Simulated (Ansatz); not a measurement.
Checking a run of Ansatz (a quantum-chemistry and plane-wave program) on Sr3Zn3TeP2O14 (P321, 23 atoms in the cell). The aim is a self-consistent single point with DFT, r2SCAN, plane waves, default PAW files made with PBE.

Cell that was meant: a = 8.3363 Å, b = 8.3363 Å, c = 5.2136 Å, α = 90.00°, β = 90.00°, γ = 120.00°.

Part of the input:

Ansatz 0.2 input:
```yaml
  pseudopotentials: { kind: paw }
scf:
  occupations: { method: methfessel_paxton, width: 0.1 }
  convergence: { dr2_threshold: 1.0e+00 eV }
output:
  forces: true
  eigenvalues: true
```

Log, with long lists cut:

```
   [... lines left out ...]
Initial density: superposition of atomic densities (neutral atoms: chi_scale 0, normalization atom), corrected by the library's trained network
Initial wavefunctions: pseudopotential atomic-orbital guess
Eigensolver: davidson
Functional: x = r2scan, c = r2scan; τ floored in thin density (d = 2e-4 eV/Å³)
iter 1 solved again at ethr=1.58e-4 eV; its pass at ethr=3.10e-3 eV (dr2=2.78e-1 eV) is discarded
SCF iter   1: F=—  HF=-37134.575244 eV  |F-HF|=—  |Δ(HF+E_count)|=         —  Δρ=1.17e-2  dr2=2.82e-1  dr2_τ=1.37e0  ethr=1.58e-4  ⟨swp⟩=4.1  Hψ=8235  notcnv=0
all-band conjugate gradients solve this SCF's bands
preconditioner: auto → Resta (q_TF=auto, 2.478 Å⁻¹)
SCF iter   2: F=-37135.027033 eV  HF=-37135.046823 eV  |F-HF|=1.98e-2  |Δ(HF+E_count)|=   4.72e-1  S|Δr|=    0.00e0  Δρ=4.57e-3  dr2=4.03e-2  dr2_τ=4.32e-3  ethr=1.58e-4  ⟨swp⟩=10.8  Hψ=9875  notcnv=0
WARN: F and its Harris–Foulkes estimate disagree by 1.98e-2 eV at the final density (on a DFT+U run the figure also counts the on-site term, by absolute value) …
solved again in the potential of the output density, both published band edges move by more than their bars of 0.0100 and 0.0100 eV — the edges read 6.119 and …
SCF 1 converged in 2 iterations: F = -37135.027033 eV  dr2 = 4.03e-2
Stability not checked (fill_not_monotonic)
Free energy (F): -37135.027033 eV
Internal energy: -37135.027033 eV  (E = F + TS)
E sigma→0 (E₀):  -37135.027033 eV
Fermi energy:    7.967765 eV
--- Forces (eV/Å), atoms counted from 1 ---
  atom   1  Sr    -0.17651289    -0.00000000    -0.00000000
  atom   2  Sr     0.08825645    -0.15286465     0.00000000
  atom   3  Sr     0.08825645     0.15286465     0.00000000
  atom   4  Zn     0.29181055    -0.00000000     0.00000000
   [... lines left out ...]
  atom  23  O     -0.20856153     0.03668174     0.02416699
--- Stress (GPa, compression-positive) ---
       -0.659876       0.000000      -0.000000
        0.000000      -0.659876       0.000000
       -0.000000       0.000000      -2.654724
  P = ⅓ Tr σ = -1.3248 GPa (-13.248 kbar)
  The stress holds the Pulay correction. Without it, at fixed plane waves, as pw.x and ABINIT print it: P = -1.4061 GPa
```

**Question.** Can these results be used? Check the input.

**Answer.** The run is not sound. The fault is a convergence threshold that is too loose. A loop that stops early leaves an energy error of second order in the density error, but errors of first order in forces and stress. To fix it, tighten the threshold. The run converged in 2 iterations without an error; against the sound input the free energy is nearly the same (within 1 meV/atom), the pressure goes from -1.47 to -1.32 GPa, the largest force goes from 0.667 to 0.599 eV/Å and the gap on the mesh goes from 3.683 to 3.695 eV.

An input that runs soundly differs in these lines (not the only fix; some lines may just follow from the change or write a value another way):
```diff
-  convergence: { dr2_threshold: 1.0e+00 eV }
```

With that input, the run converged in 8 iterations: free energy E − TS (on the zero of these files) -37135.0410 eV; top of the valence band (on the code's own zero) 6.15 eV; gap on the k-point mesh 3.68 eV; pressure -1.47 GPa; largest force (vector length) 0.667 eV/Å (DFT, r2SCAN, plane waves, default PAW files made with PBE).

On the sound input: the starting cell comes from a database of published, mostly measured structures (it also holds non-ambient and calculated ones), without a prior relaxation at this level. Its lattice was rescaled by a random factor within 2.5 % of one. Spin-orbit coupling is off. Ansatz's pressure includes its estimate of the finite-basis (Pulay) stress.
